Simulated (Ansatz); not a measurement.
The starting structures come from a database of crystals and need not be the phases stable at ambient conditions.

Tunnelling through a barrier is set by its complex band structure: the current falls as exp(−2κd) with the smallest κ.

Consider the following.

```yaml
crystal:
  lattice:
    - [4.53923, 0.00000, 0.00000]
    - [0.00000, 11.53465, 0.00000]
    - [2.26961, 0.00000, 7.59495]
  atoms:
    - { symbol: Ba, position: [0.75623, 0.75000, 0.48754] }
    - { symbol: Ba, position: [0.24377, 0.25000, 0.51246] }
    - { symbol: Y, position: [0.00000, 0.50000, 0.00000] }
    - { symbol: Y, position: [0.00000, 0.00000, 0.00000] }
    - { symbol: Ag, position: [0.46869, 0.75000, 0.06262] }
    - { symbol: Ag, position: [0.53131, 0.25000, 0.93738] }
    - { symbol: Te, position: [0.63811, 0.44928, 0.72378] }
    - { symbol: Te, position: [0.36189, 0.55072, 0.27622] }
    - { symbol: Te, position: [0.36189, 0.94928, 0.27622] }
    - { symbol: Te, position: [0.63811, 0.05072, 0.72378] }
    - { symbol: Te, position: [0.08010, 0.75000, 0.83980] }
    - { symbol: Te, position: [0.91990, 0.25000, 0.16020] }
```

Space group of this cell: Cmcm. The cell is taken as given; by r2SCAN its mean pressure is -0.6 GPa.

Transport runs along the normal of the first two printed cell vectors.

The gap is the functional's own, uncorrected, and κ follows it; spin-orbit coupling is left out. Mid-gap values are interpolated between the computed energies.

### Question
Compute, with Ansatz (a program for electronic structure) with r2SCAN, the band gap and the smallest decay constant κ at mid-gap.

### Answer
Gap 1.11 eV on a 8×4×8 mesh; κ = 0.162 1/Å, at the zone centre.
